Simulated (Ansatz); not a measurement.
## HgS: tensor shear ε_xy = +0.57 %

Base system: HgS in the zinc blende structure (space group F-43m, No. 216; a = 5.812 Å). Axes: x, y, z lie along the cube axes.

Now apply this change: tensor shear ε_xy = +0.57 % (engineering shear γ = 0.0114); the atoms relax in the strained cell.

Method: plane-wave PAW DFT at the LDA level (Ansatz, an electronic-structure program, 420 eV), spin-orbit coupling left out. k-mesh 10×10×10 (Γ-centred); smearing 0.05 eV (Fermi–Dirac).

| quantity | base | changed | shift |
|---|---|---|---|
| volume per atom | 24.54 Å³ | 24.54 Å³ | 0.00 Å³ |
| space group | F-43m (No. 216) | Imm2 (No. 44) | – |
| shortest interatomic distance | 2.517 Å | 2.515 Å | -0.0012 Å |
| energy relative to the base (free energy F) | 0 meV/atom | +0.2 meV/atom | +0.2 meV/atom |
| pressure (mean of the normal stresses, compression positive) | 0.0 GPa | 0.0 GPa | 0.0 GPa |
| band gap | zero | zero | – |
| valley order (the lowest conduction-band minima on the path, energy above the VBM, named in the base's zone) | – | Γ 0.01 eV; L along [1-11] 1.38 eV | – |
| stress (xx, yy, zz, yz, xz, xy; compression positive) (rough) | – | (0.0, 0.0, 0.0, 0.0, 0.0, -0.3) GPa | – |

Without a gap, meshes like the base's 10×10×10 leave anisotropic stresses uncertain by several tenths of a GPa, and small strain energies with them. Spin-orbit coupling, missing from the scalar runs, can matter with Hg. Stability against distortions was not tested. The final runs are not spin-polarised. Gaps under 0.05 eV, about the width of the smearing, are given as zero. A zero or small gap of HgS can be the functional's error rather than a property of the material.
